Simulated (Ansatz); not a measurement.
Start from GaSb in the zinc blende structure (space group F-43m, No. 216; a = 6.049 Å). Axes: x, y, z lie along the cube axes.

Level of theory: Ansatz (a quantum-chemistry and plane-wave program), LDA, PAW, cutoff 420 eV, no spin-orbit coupling.

It is then changed as follows: every lattice vector is shortened by 2.50 %, atoms relaxed at fixed cell.

Q: Predict the stress tensor and what it implies for the stiffness.

A: Stress of the strained cell less that of the base (GPa, compression positive):
```
   5.06    0.00    0.00
   0.00    5.06    0.00
   0.00    0.00    5.06
```

Then B = −ΔP/(ΔV/V₀) with ΔV/V₀ = -0.0731 gives secant stiffness values (nonlinear terms included at this strain): B ≈ 69 GPa.

As a check, the harmonic strain energy −½ V₀ Δσ:ε is 33 meV/atom; the computed energy rise is 30 meV/atom.

No phonon test of stability was made.
